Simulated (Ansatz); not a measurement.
Input and output of a self-consistent single point for La2O3 (P-3m1, 5 atoms in the cell) (Ansatz, a quantum-chemistry and plane-wave program).

Level of theory: PBE (plane waves, PAW; Ansatz).

The change in words: lattice scaled by 0.98. Reference geometry:
```yaml
crystal:
  lattice:
    - [3.95908, 0.00000, 0.00000]
    - [-1.97954, 3.42867, 0.00000]
    - [0.00000, 0.00000, 6.15596]
  atoms:
    - { symbol: La, position: [0.66667, 0.33333, 0.75376] }
    - { symbol: La, position: [0.33333, 0.66667, 0.24624] }
    - { symbol: O, position: [0.66667, 0.33333, 0.35411] }
    - { symbol: O, position: [0.33333, 0.66667, 0.64589] }
    - { symbol: O, position: [0.00000, 0.00000, 0.00000] }
```

Reference input (self-consistent single point, DFT, PBE, plane waves, default PAW files): kpoints.mp_grid.grid = 7 7 4; hamiltonian.xc = pbe; hamiltonian.pseudopotentials = {kind: paw} (the program's default PAW files); scf.occupations.method = fixed. This run's input differs from it in these lines:

```diff
@@ -3,5 +3,5 @@
   lattice:
-    - [3.959082, 0.000000, 0.000000]
-    - [-1.979541, 3.428665, 0.000000]
-    - [0.000000, 0.000000, 6.155956]
+    - [3.879900, 0.000000, 0.000000]
+    - [-1.939950, 3.360092, 0.000000]
+    - [0.000000, 0.000000, 6.032837]
   atoms:
```

The program printed (abridged):

```
SCF iter   1: F=—  HF=-14211.966908 eV  |F-HF|=—  |Δ(HF+E_count)|=         —  Δρ=2.39e-3  dr2=4.68e-3  ethr=1.77e-3  ⟨swp⟩=4.7  Hψ=2905  notcnv=0  defer=70
all-band conjugate gradients solve this SCF's bands
preconditioner: auto → Resta (q_TF=auto, 2.438 Å⁻¹)
SCF iter   2: F=—  HF=-14211.967501 eV  |F-HF|=—  |Δ(HF+E_count)|=   5.93e-4  Δρ=1.45e-3  dr2=9.26e-4  ethr=1.17e-5  ⟨swp⟩=3.2  Hψ=1567  notcnv=0  defer=82
   [... lines left out ...]
SCF iter   4: F=—  HF=-14211.968044 eV  |F-HF|=—  |Δ(HF+E_count)|=   1.70e-4  Δρ=1.06e-4  dr2=7.62e-6  ethr=8.61e-7  ⟨swp⟩=2.1  Hψ=1104  notcnv=0  defer=81
SCF iter   5: F=—  HF=-14211.968043 eV  |F-HF|=—  |Δ(HF+E_count)|=   6.84e-7  Δρ=7.78e-5  dr2=4.23e-6  ethr=1.90e-8  ⟨swp⟩=2.0  Hψ=1201  notcnv=0  defer=63
SCF iter   6: F=—  HF=-14211.968042 eV  |F-HF|=—  |Δ(HF+E_count)|=   6.04e-7  Δρ=1.92e-5  dr2=2.01e-7  ethr=1.06e-8  ⟨swp⟩=2.0  Hψ=1061  notcnv=0  defer=64
SCF iter   7: F=-14211.968043 eV  HF=-14211.968043 eV  |F-HF|=1.84e-8  |Δ(HF+E_count)|=   1.24e-7  Δρ=4.13e-6  dr2=1.50e-8  ethr=2.50e-10  ⟨swp⟩=13.4  Hψ=3786  notcnv=0
SCF 1 converged in 7 iterations: F = -14211.968043 eV  dr2 = 1.50e-8
Free energy (F): -14211.968043 eV
Internal energy: -14211.968043 eV  (E = F + TS)
E sigma→0 (E₀):  -14211.968043 eV
Fermi energy:    10.241077 eV
--- Forces (eV/Å), atoms counted from 1 ---
  atom   1  La     0.00000000    -0.00000000     0.32675383
  atom   2  La    -0.00000000     0.00000000    -0.32675383
  atom   3  O      0.00000000     0.00000000     0.03836128
  atom   4  O      0.00000000    -0.00000000    -0.03836128
  atom   5  O     -0.00000000     0.00000000     0.00000000
--- Stress (GPa, compression-positive) ---
        8.097839      -0.000000       0.000000
       -0.000000       8.097839       0.000000
        0.000000       0.000000       6.989823
  P = ⅓ Tr σ = 7.7285 GPa (77.285 kbar)
  The stress holds the Pulay correction. Without it, at fixed plane waves, as pw.x and ABINIT print it: P = 7.2858 GPa
```

The run converged in 7 iterations. Against the reference run the free energy rises by 19.4 meV/atom, the pressure goes from -0.93 to 7.73 GPa, the largest force goes from 0.141 to 0.327 eV/Å and the gap on the mesh goes from 3.859 to 3.951 eV.

The starting cell comes from a database of computed structures (which also holds hypothetical and non-ambient phases and stackings), without a prior relaxation at this level. Its lattice was rescaled by a random factor within 2.5 % of one. For this run, on top of that: lattice scaled by 0.98. With a pressure of about 8 GPa the cell is away from its equilibrium volume at this level. Ansatz's pressure includes its estimate of the finite-basis (Pulay) stress.

Keys are those of Ansatz 0.2.
